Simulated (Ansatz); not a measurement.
Output of an Ansatz run (abridged):

```
WARN ansatz: RAYON_NUM_THREADS=1 ignored (pool sized by the plan → 1); use --threads N
Pseudopotentials: kind: paw
Pseudopotential: Cd, paw, valence charge 20
Pseudopotential: H, paw, valence charge 1
Pseudopotential: O, paw, valence charge 6
Pseudopotential: F, paw, valence charge 7
Crystal: 8 atoms, lattice volume = 97.820 Å³
Basis set: ecut = 420.4159175005146 eV, 1901 PW (Γ)
Bands: 42, of which v1, the nominal top of the filled ones, is band 34 counted from 1 (33 counted from 0)
Symmetry: 2 space group operations
Space group: P21 (ITA 4), of the structure as read, at distance tolerance 4.6e-5 Å
k-points: 54 of 175 (time reversal used)
PAW frozen core: Cd, regenerated for the run's functional, and the local potential with it
PAW frozen core: O, regenerated for the run's functional, and the local potential with it
PAW frozen core: F, regenerated for the run's functional, and the local potential with it
Initial density: superposition of atomic densities (neutral atoms: chi_scale 0, normalization atom), corrected by the library's trained network
Initial wavefunctions: pseudopotential atomic-orbital guess
Eigensolver: davidson
Functional: x = slater, c = lda
SCF iter   1: F=—  HF=-18966.290424 eV  |F-HF|=—  |Δ(HF+E_count)|=         —  Δρ=1.92e-2  dr2=2.75e-1  ethr=1.77e-3  ⟨swp⟩=4.6  Hψ=7072  notcnv=0  defer=324
all-band conjugate gradients solve this SCF's bands
preconditioner: auto → Resta (q_TF=auto, 2.568 Å⁻¹)
SCF iter   2: F=—  HF=-18966.215791 eV  |F-HF|=—  |Δ(HF+E_count)|=   7.46e-2  Δρ=5.61e-3  dr2=1.36e-2  ethr=4.05e-4  ⟨swp⟩=2.0  Hψ=4212  notcnv=0  defer=324
SCF iter   3: F=—  HF=-18966.211941 eV  |F-HF|=—  |Δ(HF+E_count)|=   3.85e-3  Δρ=2.35e-3  dr2=3.89e-3  ethr=2.00e-5  ⟨swp⟩=2.0  Hψ=3592  notcnv=0  defer=324
SCF iter   4: F=—  HF=-18966.210765 eV  |F-HF|=—  |Δ(HF+E_count)|=   1.18e-3  Δρ=8.20e-4  dr2=4.87e-4  ethr=5.72e-6  ⟨swp⟩=2.0  Hψ=3037  notcnv=0  defer=324
SCF iter   5: F=—  HF=-18966.210683 eV  |F-HF|=—  |Δ(HF+E_count)|=   8.21e-5  Δρ=3.02e-4  dr2=6.61e-5  ethr=7.16e-7  ⟨swp⟩=2.0  Hψ=3484  notcnv=0  defer=273
SCF iter   6: F=—  HF=-18966.210691 eV  |F-HF|=—  |Δ(HF+E_count)|=   7.96e-6  Δρ=1.08e-4  dr2=9.30e-6  ethr=9.73e-8  ⟨swp⟩=2.1  Hψ=3150  notcnv=0  defer=187
SCF iter   7: F=—  HF=-18966.210696 eV  |F-HF|=—  |Δ(HF+E_count)|=   4.43e-6  Δρ=1.76e-5  dr2=3.85e-7  ethr=1.37e-8  ⟨swp⟩=2.6  Hψ=3119  notcnv=0  defer=187
SCF iter   8: F=-18966.210696 eV  HF=-18966.210696 eV  |F-HF|=2.58e-10  |Δ(HF+E_count)|=   1.87e-7  Δρ=4.21e-6  dr2=1.88e-8  ethr=1.47e-10  ⟨swp⟩=10.4  Hψ=10713  notcnv=0
SCF 1 converged in 8 iterations: F = -18966.210696 eV  dr2 = 1.88e-8
SCF converged after 8 iterations
Free energy (F): -18966.210696 eV
Harris-Foulkes:  -18966.210696 eV  (|F-HF|=2.58e-10)
Internal energy: -18966.210696 eV  (E = F + TS)
E sigma→0 (E₀):  -18966.210696 eV
Fermi energy:    4.896195 eV
--- Per-component energies (eV) ---
  E_band       = -1116.148488
  E_kinetic    = 1788.370651
  E_local      = -9076.479168  (includes V_loc(G=0)·N_el)
  E_nonlocal   = 341.693973
  E_hartree    = 3987.925357
  E_xc         = -663.566274
  E_vxc        = -846.256700  (∫ρ·V_xc dr)
  E_paw        = -8569.659226  (= ΣΔE_a)
  E_vpaw       = -1299.336335  (= ΣTr[D̂ρ^β])
  E_aug_tail   = 0.006779  (compensation charges beyond the density's cutoff)
  E_ewald      = -6776.456272
  E_core_change = 1.953484  (= ΣΔE_core)
  E_smearing   = -0.000000  (= −TS)
  E_closure    = -0.000000  (closes the sum)
  Σ components = -18966.210696   (vs F -18966.210696, Δ=0.00e0)
--- Forces (eV/Å), atoms counted from 1 ---
  atom   1  Cd     0.01759735     0.12071736    -0.16937575
  atom   2  Cd    -0.01759735     0.12071736     0.16937575
  atom   3  H      0.02130145    -0.02167360    -0.00645554
  atom   4  H     -0.02130145    -0.02167360     0.00645554
  atom   5  O      0.02157236    -0.18669774    -0.00976930
  atom   6  O     -0.02157236    -0.18669774     0.00976930
  atom   7  F      0.00917121     0.08767706    -0.05540064
  atom   8  F     -0.00917121     0.08767706     0.05540064
  max |Σ_I F_I| component: 4.62e-5 eV/Å
--- Stress (GPa, compression-positive) ---
      -10.274976       0.000000       0.023325
        0.000000      -9.079351       0.000000
        0.023325       0.000000      -9.529577
  P = ⅓ Tr σ = -9.6280 GPa (-96.280 kbar)
  The stress holds the Pulay correction. Without it, at fixed plane waves, as pw.x and ABINIT print it: P = -10.3945 GPa
--- Band table (eV; the first three rows and the last of 54) ---
  k-point 0: bands = ["-94.4436", "-94.4436", "-55.6358", "-55.6357", "-55.6129", "-55.6127", "-55.5917", "-55.5914", "-16.0140", "-15.8305", "-12.2329", "-12.0336", "-1.7635", "-1.6328", "-1.1717", "-1.1573", "-1.1423", "-0.7578", "-0.5837", [...]
  k-point 1: bands = ["-94.4436", "-94.4436", "-55.6358", "-55.6357", "-55.6129", "-55.6127", "-55.5916", "-55.5914", "-16.0098", "-15.8317", "-12.2464", "-12.0263", "-1.7223", "-1.5557", "-1.1458", "-1.1330", "-1.1082", "-0.7985", "-0.6506", [...]
  k-point 2: bands = ["-94.4436", "-94.4436", "-55.6358", "-55.6357", "-55.6128", "-55.6127", "-55.5916", "-55.5915", "-16.0029", "-15.8338", "-12.2665", "-12.0160", "-1.6344", "-1.3993", "-1.1265", "-1.1158", "-0.9670", "-0.9122", "-0.8352", [...]
  k-point 53: bands = ["-94.4435", "-94.4435", "-55.6355", "-55.6354", "-55.6126", "-55.6126", "-55.5948", "-55.5948", "-15.8840", "-15.8718", "-12.0948", "-12.0794", "-1.4213", "-1.3653", "-1.2543", "-1.1478", "-0.7175", "-0.6537", "-0.6338", [...]
```

The structure:

```xyz
8
Lattice="3.5520 0.0000 0.0000 0.0000 4.8689 0.0000 -0.0082 0.0000 5.6561" Properties=species:S:1:pos:R:3 pbc="T T T"
Cd     2.6501     3.6737     4.1480
Cd     0.8938     1.2393     1.5081
H      2.6607     3.3312     1.5407
H      0.8831     0.8967     4.1154
O      0.8764     0.1049     3.5050
O      2.6674     2.5394     2.1511
F      0.8767     2.3359     5.0577
F      2.6672     4.7703     0.5984
```

### Question
Write an input that gives this output.

### Answer
Other spellings and defaults could give the same log, and not every line can be read from it. The input that was run (DFT, LDA (PW92), plane waves, default PAW files made with PBE):

Ansatz 0.2 input:
```yaml
crystal:
  lattice:
    - [3.552032, 0.000000, 0.000000]
    - [0.000000, 4.868913, 0.000000]
    - [-0.008204, 0.000000, 5.656094]
  atoms:
    - { symbol: Cd, position_ang: [2.650051, 3.673741, 4.148010] }
    - { symbol: Cd, position_ang: [0.893777, 1.239284, 1.508084] }
    - { symbol: H, position_ang: [2.660724, 3.331164, 1.540720] }
    - { symbol: H, position_ang: [0.883104, 0.896708, 4.115374] }
    - { symbol: O, position_ang: [0.876388, 0.104925, 3.505025] }
    - { symbol: O, position_ang: [2.667440, 2.539382, 2.151069] }
    - { symbol: F, position_ang: [0.876658, 2.335861, 5.057679] }
    - { symbol: F, position_ang: [2.667170, 4.770318, 0.598415] }
basis:
  ecutwfc: 30.9 Ry
kpoints:
  mp_grid: { grid: [7, 5, 5] }
hamiltonian:
  xc: lda
  pseudopotentials: { kind: paw }
scf:
  occupations: { method: fixed }
output:
  forces: true
  eigenvalues: true
  stress: true
```

The starting cell comes from a database of computed structures (which also holds hypothetical and non-ambient phases and stackings), without a prior relaxation at this level. Its lattice was rescaled by up to half a per cent. With a pressure of about -10 GPa the cell is away from its equilibrium volume at this level. Ansatz's pressure includes its estimate of the finite-basis (Pulay) stress. Without the estimate this run gives -10.39 GPa.

Ansatz is a quantum-chemistry and plane-wave program.
